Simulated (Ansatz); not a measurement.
## Effect of strain tensor (xx, yy, zz, yz, xz, xy) = (+1.49, +3.63, +1.85, −0.73, −1.21, +2.23) % on hypothetical zinc blende HgO

Start from HgO in the zinc blende structure (space group F-43m, No. 216; a = 5.2926 Å; a hypothetical phase, not in the database extracts checked). Axes: x, y, z lie along the cube axes.

It is then changed as follows: the symmetric strain tensor [0.0149 0.0223 -0.0121; 0.0223 0.0363 -0.0073; -0.0121 -0.0073 0.0185], atoms relaxed at fixed cell.

Level of theory: DFT with PBE, PAW potentials and a 420 eV plane-wave cutoff in Ansatz (a quantum-chemistry and plane-wave program), no SOC. Settings: 15×15×15 k-points, 0.05 eV Fermi–Dirac smearing.

The volume per atom rises by 1.31 Å³ (18.53 Å³ → 19.84 Å³) and the space group goes from F-43m (No. 216) to P1 (No. 1). The shortest interatomic distance grows by 0.017 Å, from 2.292 Å to 2.309 Å and the energy rises by 24 meV/atom. The pressure (mean of the normal stresses, compression positive) goes from zero to -4.9 GPa and the band gap is still zero. The largest internal atomic displacement is 0.055 Å and the stress (xx, yy, zz, yz, xz, xy; compression positive) comes out as (-4.8, -5.1, -4.8, 0.3, 0.5, -1.0) GPa (rough).

Final structure:

```xyz
2
Lattice="0.0270 2.7232 2.6761 2.6537 0.0398 2.6632 2.7447 2.8014 -0.0512" Properties=species:S:1:pos:R:3 pbc="T T T"
O      4.0512     4.1508     4.0127
Hg     0.0179     0.0225    -0.0467
```

Without a gap, meshes like the base's 15×15×15 leave anisotropic stresses uncertain by several tenths of a GPa, and small strain energies with them. Spin-orbit coupling, missing from the scalar runs, can matter with Hg. No phonon test of stability was made. The final runs are not spin-polarised. The zero or small gap of HgO can change with the level of theory.
